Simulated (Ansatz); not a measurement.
C11b WSi₂, treated with Hartree–Fock (Ansatz, a quantum-chemistry and plane-wave program, plane waves, PAW).

Settings: plane-wave cutoff 460 eV, 12×12×12 k mesh, Fermi–Dirac smearing 0.05 eV, no spin polarisation, scalar-relativistic PAW data made under PBE.

Computed at the level's own relaxed cell.

### Question
Predict the equilibrium lattice constant a and lattice parameter c.

### Answer

- equilibrium lattice constant a: 3.245 Å
- lattice parameter c: 7.806 Å

Measured, for comparison: lattice constant a 3.214 Å, lattice parameter c 7.831 Å (temperature not stated, not corrected to a static lattice; as tabulated in Pavlosiuk et al. (2022), arXiv:2202.05362). Computed (rounded) less measured: lattice constant a +1.0 %, lattice parameter c -0.3 %. A static lattice is as a rule a little smaller and stiffer than an uncorrected measurement, which narrows the difference in the lattice parameter c and would widen misses of the other sign.

Note: the run has no spin polarisation, so it can have missed a magnetic state.

Spin–orbit coupling is not included.

Computed values are for the static lattice.
